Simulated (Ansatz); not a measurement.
## RbSrBr3 in the cubic perovskite structure (space group Pm-3m, No. 221; a hypothetical phase, not in the database extracts checked)

```xyz
5
Lattice="5.9462 0.0000 0.0000 0.0000 5.9462 0.0000 0.0000 0.0000 5.9462" Properties=species:S:1:pos:R:3 pbc="T T T"
Rb     0.0000     0.0000     0.0000
Sr     2.9731     2.9731     2.9731
Br     0.0000     2.9731     2.9731
Br     2.9731     2.9731     0.0000
Br     2.9731     0.0000     2.9731
```

Method: plane-wave PAW DFT at the r2SCAN level (Ansatz, a first-principles code, 500 eV), spin-orbit coupling left out. Settings: 6×6×6 k-points, 0.05 eV Fermi–Dirac smearing.

```json
{
  "volume_per_atom": "42.05 Å³",
  "density": "3.26 g/cm³",
  "band_gap": "4.60 eV, indirect, R → Γ",
  "electron_mass": "0.40 mₑ",
  "Lowest conduction-band minima above the VBM": "Γ 4.60 eV",
  "total_energy": "-3044.539 eV/atom (σ→0; compares only within this code and set-up)"
}
```

Effective masses come from finite differences of ±0.01 Å⁻¹. Stability against distortions was not tested. Many cubic perovskites are stable only at high temperature; tilts and polar distortions were not tested.
